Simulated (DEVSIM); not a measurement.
System: Cr/SiON/p-InP capacitor, at 500 K.

| layer (left to right) | material | thickness (nm) | Na (cm⁻³) |
|---|---|---|---|
| 1 | SiON | 4.10 | - |
| 2 | InP | 14000 | 1.9e15 |

Metal gate on the left, work function 4.5 eV. Fixed charge at the semiconductor interface -3.8e11 cm⁻² (in units of +e); no interface traps.

The device is made up for the run: typed textbook-type constants, with dimensions and the other settings drawn at random. Values at 300 K; Nc and Nv go as T^1.5, mobilities as T to minus their exponent, the gap by Varshni's rule with the affinity fixed.

```
parameter         SiON       InP
----------------  ----  --------
gap (eV)             7     1.344
affinity (eV)      1.4      4.38
permittivity       5.5      12.5
Nc (cm⁻³)            -    5.7e17
Nv (cm⁻³)            -    1.1e19
Varshni α (eV/K)     -  0.000363
Varshni β (K)        -       162
```

Simulated with DEVSIM: 1D Poisson equation in equilibrium, Boltzmann statistics, complete ionisation; no quantum confinement or tunnelling. Metal contacts follow the ideal Schottky-Mott rule: no Fermi-level pinning, no interface dipoles.

Problem. Tabulate band edges, carrier densities and field at -0.4 V on the gate.

Solution. Energies count from the Fermi level of the right contact; mesh points crowd at the junctions.

| x (μm) | Ec (eV) | Ev (eV) | n (cm⁻³) | p (cm⁻³) | field (V/cm) |
|---|---|---|---|---|---|
| 0.000 | 3.500 | -3.500 | < 1e2 | < 1e2 | 150000 |
| 0.001249 | 3.519 | -3.481 | < 1e2 | < 1e2 | 150000 |
| 0.002809 | 3.543 | -3.457 | < 1e2 | < 1e2 | 150000 |
| 0.004071 | 3.562 | -3.438 | < 1e2 | < 1e2 | 130000 |
| 0.006613 | 0.585 | -0.693 | 1.6e12 | 2.5e12 | 12000 |
| 0.01151 | 0.591 | -0.687 | 1.4e12 | 2.8e12 | 11000 |
| 0.02363 | 0.604 | -0.673 | 1.0e12 | 3.9e12 | 11000 |
| 0.06845 | 0.651 | -0.626 | 3.3e11 | 1.1e13 | 9900 |
| 0.1611 | 0.731 | -0.547 | 5.2e10 | 7.3e13 | 7400 |
| 0.3847 | 0.836 | -0.441 | 4.6e9 | 8.4e14 | 2500 |
| 0.9245 | 0.871 | -0.407 | 2.0e9 | 1.9e15 | 43 |
| 2.921 | 0.871 | -0.406 | 2.0e9 | 1.9e15 | ≈ 0 |
| 7.004 | 0.871 | -0.406 | 2.0e9 | 1.9e15 | ≈ 0 |
| 11.01 | 0.871 | -0.406 | 2.0e9 | 1.9e15 | ≈ 0 |
| 13.09 | 0.871 | -0.406 | 2.0e9 | 1.9e15 | ≈ 0 |
| 13.61 | 0.871 | -0.406 | 2.0e9 | 1.9e15 | ≈ 0 |
| 13.84 | 0.871 | -0.406 | 2.0e9 | 1.9e15 | ≈ 0 |
| 13.94 | 0.871 | -0.406 | 2.0e9 | 1.9e15 | ≈ 0 |
| 13.98 | 0.871 | -0.406 | 2.0e9 | 1.9e15 | ≈ 0 |
| 14.00 | 0.871 | -0.406 | 2.0e9 | 1.9e15 | ≈ 0 |
| 14.00 | 0.871 | -0.406 | 2.0e9 | 1.9e15 | ≈ 0 |
| 14.00 | 0.871 | -0.406 | 2.0e9 | 1.9e15 | ≈ 0 |
